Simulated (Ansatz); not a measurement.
# How far to go with the plane-wave cutoff: BaAlGeH (P3m1, 4 atoms in the cell)

```xyz
4
Lattice="4.3604 0.0000 0.0000 -2.1802 3.7762 0.0000 0.0000 0.0000 5.2238" Properties=species:S:1:pos:R:3 pbc="T T T"
Ba     0.0000     2.5175     0.5673
Al     0.0000     0.0000     3.3503
Ge     2.1802     1.2587     2.8874
H      0.0000     0.0000     5.0822
```

Computed with PBEsol, default PAW files made with PBE (plane waves; Ansatz, an electronic-structure program).

Base settings: basis.ecutwfc = 420 eV; kpoints.mp_grid.grid = 7 7 5; hamiltonian.xc = pbesol; hamiltonian.pseudopotentials = {kind: paw} (the program's default PAW files); scf.occupations.method = fixed.

The second cell is the first with its lattice scaled by 0.98.

The mesh stays at the base's, so the ladder's end is converged at best in this setting alone.

The first pressure column holds Ansatz's estimate of the finite-basis (Pulay) stress, which hides part of the cutoff error; the other is without it.

Only quantities that move along the ladder and can be compared are tabulated.

The count of work is k-points × plane waves × bands × iterations; it is no time. 

The starting cell comes from a database of computed structures (which also holds hypothetical and non-ambient phases and stackings), without a prior relaxation at this level. Its lattice was rescaled by up to half a per cent. One atom was moved a little off its site on purpose.

```tsv
basis.ecutwfc	free energy less the last step's (meV/atom)	energy of the compressed cell less the first (meV/atom)	pressure (GPa)	pressure without the Pulay estimate (GPa)	largest difference of a force vector from the last step's (eV/Å)	count of work / last
145 eV	14465.52	-43.03	-4.48	-345.46	0.444	0.056
170 eV	6374.11	80.88	-1.62	-177.44	0.318	0.070
190 eV	3292.61	32.25	-0.47	-106.06	0.272	0.081
210 eV	1644.95	3.61	-1.51	-62.06	0.233	0.091
230 eV	805.89	-2.16	-1.30	-35.50	0.146	0.11
250 eV	375.11	0.33	-1.37	-19.50	0.078	0.12
295 eV	61.26	0.84	-1.52	-5.26	0.010	0.13
335 eV	11.53	-0.19	-1.60	-2.38	0.002	0.19
380 eV	2.29	-0.33	-1.62	-1.75	0.001	0.19
420 eV	0.87	-0.36	-1.63	-1.66	0.001	0.27
460 eV	0.42	-0.36	-1.63	-1.64	0.000	0.30
505 eV	0.21	-0.36	-1.63	-1.63	0.000	0.35
565 eV	0.11	-0.36	-1.63	-1.63	0.000	0.41
630 eV	0.08	-0.36	-1.63	-1.63	0.000	0.48
735 eV	0.04	-0.37	-1.63	-1.63	0.000	0.62
840 eV	0.01	-0.37	-1.63	-1.63	0.000	0.75
1010 eV	0.00	-0.37	-1.63	-1.63	0.000	1.0
```

Coarsest basis.ecutwfc that holds the energy of the compressed cell less the first within 0.5 meV/atom of the last step, with all finer ones: 335 eV, at 0.19 of the last step's count of work; the step before is off by 1.2 meV/atom.

Coarsest basis.ecutwfc that holds the free energy within 0.5 meV/atom of the last step, with all finer ones: 460 eV, at 0.30 of the last step's count of work; the step before is off by 0.87 meV/atom.

Coarsest basis.ecutwfc that holds the pressure without the Pulay estimate within 0.5 GPa of the last step, with all finer ones: 380 eV, at 0.19 of the last step's count of work; the step before is off by 0.75 GPa.

The energy difference between the two cells stays within 1 meV/atom of the last step's from 335 eV on, the total only from 420 eV on: much of the error is common to both cells and cancels.

At the lowest cutoff the pressure without the Pulay estimate lies 344 GPa under the last step's, the usual sign of Pulay stress in an incomplete plane-wave basis.

Keys are those of Ansatz 0.2.
